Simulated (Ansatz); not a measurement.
Pt: response to strain

Base system: Pt in the fcc (Cu type) structure (space group Fm-3m, No. 225; a = 3.942 Å; relaxed with 0.1 eV smearing).

Strains are applied to the cell and any free atomic positions relax.

Computed with r2SCAN, PAW, 500 eV (Ansatz, a quantum-chemistry and plane-wave program; without spin-orbit coupling).

```json
[
 {"isotropic strain (%)": "-3", "pressure (GPa)": "31.6"},
 {"isotropic strain (%)": "-2.5", "pressure (GPa)": "25.2"},
 {"isotropic strain (%)": "-2", "pressure (GPa)": "19.3"},
 {"isotropic strain (%)": "-1.5", "pressure (GPa)": "13.8"},
 {"isotropic strain (%)": "-1", "pressure (GPa)": "?"},
 {"isotropic strain (%)": "-0.5", "pressure (GPa)": "4.2"},
 {"isotropic strain (%)": "0", "pressure (GPa)": "0.0"}
]
```

### Question
Fit P = P₀ − Bδ + Cδ² with δ = (1 + ε)³ − 1 to the rows shown and predict the withheld row.

### Answer
Least squares on the printed values gives P₀ = 0.0 GPa, B = 259 GPa, C = 1170 GPa (largest residual 0.0 GPa); this predicts 8.7 GPa, and the run gives 8.8 GPa, in agreement.

No phonon test of stability was made. The final runs are not spin-polarised.
